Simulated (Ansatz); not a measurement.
End structure of F on the 1x1 (110) surface of bcc W, one in a 2x1 cell, started at the site 'top W':

```xyz
9
Lattice="5.5154 0.0000 0.0000 -0.9192 2.6000 0.0000 0.0000 0.0000 26.0000" Properties=species:S:1:pos:R:3 pbc="T T T"
W      0.9192     1.3000     9.6951
W      3.6769     1.3000     9.6951
W      0.0000     0.0000    11.8698
W      2.7577     0.0000    11.8698
W      0.9441     1.2820    14.1264
W      3.6520     1.3179    14.1264
W      0.0000     0.0000    16.2242
W      2.7577     0.0000    16.4905
F      1.8385     2.6000    18.3746
```

Set-up: 9 atoms, 6.6 Å thick at the start under the adsorbate (thin: gaps and levels are the slab's own); mesh 6x12x1; 0.1 eV smearing; dipole correction on; 4 atoms held, the rest relaxed; symmetry of the start imposed; no spin, no spin-orbit, no U, no dispersion correction. At the end it is bonded to W. In PBE this state lies 0.07 eV over the lowest of the starts that converged ('hollow W-W-W').

A negative adsorption energy means that the adsorbate is more stable on the surface than in its reference.

Q: What adsorption energy against ½ F2(g) does Ansatz (a first-principles code) with PBE give?

A: -3.70 eV

Q: Estimate the work function of the top face that PBE returns for this input.

A: 6.09 eV

Q: What change of the work function does PBE give?

A: 1.28 eV

Q: Give the change of the step from the bottom to the top vacuum level, against the clean slab at the level PBE.

A: 1.31 eV
